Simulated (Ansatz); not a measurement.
# DyPt (Pnma, No. 62; cell taken from a computed entry)

All values below come from LDA (Ansatz, a quantum-chemistry and plane-wave program, plane waves, PAW).

Numerical settings: plane-wave cutoff 500 eV, 8×12×10 k mesh (along the axes of the cell as run), Fermi–Dirac smearing 0.1 eV, spin-polarised start, scalar-relativistic PAW data made under PBE.

Cell (relaxed at this level):

```yaml
crystal:
  lattice:
    - [6.90541, 0.00000, 0.00000]
    - [0.00000, 4.35890, 0.00000]
    - [0.00000, 0.00000, 5.48960]
  atoms:
    - { symbol: Dy, position: [0.68100, 0.25000, 0.35913] }
    - { symbol: Dy, position: [0.31900, 0.75000, 0.64087] }
    - { symbol: Dy, position: [0.81900, 0.75000, 0.85913] }
    - { symbol: Dy, position: [0.18100, 0.25000, 0.14087] }
    - { symbol: Pt, position: [0.54348, 0.25000, 0.84446] }
    - { symbol: Pt, position: [0.45652, 0.75000, 0.15554] }
    - { symbol: Pt, position: [0.95652, 0.75000, 0.34446] }
    - { symbol: Pt, position: [0.04348, 0.25000, 0.65554] }
```

```yaml
band_gap: none
```

Note: the magnetic order was assumed, not searched for or taken from measurement; the relaxation could not lower the start's symmetry, so the cell can be a saddle point above a distorted one; the 4f shell is treated without U or exact exchange, so its levels and filling can be wrong.

Spin–orbit coupling is not included.

The computed numbers hold no vibrational or temperature effects.

Cost on a shared machine: about 90 core-minutes (a rough figure).
